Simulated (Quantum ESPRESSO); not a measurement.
A working Quantum ESPRESSO input for YMg6Nb (Amm2, 8 atoms in the cell) (DFT, PBEsol, plane waves, PseudoDojo standard norm-conserving (PBESOL) pseudopotentials):

```fortran
&control
    calculation = 'scf',
    prefix = 'YMg6Nb',
    outdir = './work',
    pseudo_dir = './',
    tprnfor = .true.,
    tstress = .true.,
/
&system
    ibrav = 0,
    nat = 8,
    ntyp = 3,
    ecutwfc = 85,
    occupations = 'smearing',
    smearing = 'mp',
    degauss = 0.0099958,
    nspin = 2,
    starting_magnetization(3) = 0.077,
/
&electrons
    conv_thr = 1.0e-11,
    mixing_beta = 0.5,
/
ATOMIC_SPECIES
Y     88.9058  Y.upf
Mg    24.3050  Mg.upf
Nb    92.9064  Nb.upf
CELL_PARAMETERS angstrom
   5.1490300000     0.0000000000     0.0000000000
   0.0000000000     3.2136800000     5.6037550000
   0.0000000000    -3.2136800000     5.6037550000
ATOMIC_POSITIONS angstrom
Y     2.5745150000    0.0000000000    1.8465493476
Mg    2.5745150000    1.5954635728    4.6782388242
Mg    2.5745150000   -1.5954635728    4.6782388242
Mg    0.0000000000    1.5063160896    6.5827309985
Mg    0.0000000000   -1.5063160896    6.5827309985
Mg    0.0000000000    0.0000000000    3.7643784588
Mg    0.0000000000    0.0000000000    9.2477648014
Nb    2.5745150000    0.0000000000    7.4492956717
K_POINTS automatic
3 3 3  0 0 0
```

The run converged in 21 iterations: free energy E − TS -12484.7741 eV; Fermi level (on the code's own zero) 7.40 eV; pressure -1.58 GPa; largest force (vector length) 0.102 eV/Å; size of the cell's spin moment 0.98 μB; site moments (μB, in the program's spheres or projections) Y 0.05, Mg 0.00, Mg 0.00, Mg 0.00, Mg 0.00, Mg 0.00, Mg 0.01, Nb 0.68. Each of these slips is then made, one at a time:

(1)
```diff
-CELL_PARAMETERS angstrom
-   5.1490300000     0.0000000000     0.0000000000
-   0.0000000000     3.2136800000     5.6037550000
-   0.0000000000    -3.2136800000     5.6037550000
```

(2)
```diff
-    smearing = 'mp',
+    smearing = mp,
```

### Question
What happens in each case?

### Answer

(1) No cell vectors for a free lattice. The program stopped before any SCF iteration.
```
Error in routine cell_base_init (1):
ibrav=0: must read cell parameters
```

(2) A string without quotes in a namelist. The program stopped before any SCF iteration.
```
Error in routine  read_namelists (1):
bad line in namelist &system: "    degauss = 0.0099958," (error could be in the previous line)
```

The starting cell comes from a database of computed structures (which also holds hypothetical and non-ambient phases and stackings), without a prior relaxation at this level. With one magnetic atom in the cell only a parallel order is possible. Without a gap this mesh is coarse (it stands for a supercell whose shortest vector is 15 Å).

Left out of this page: 4 runs of the series outside the window shown, repeating another row's setting, or not comparable.
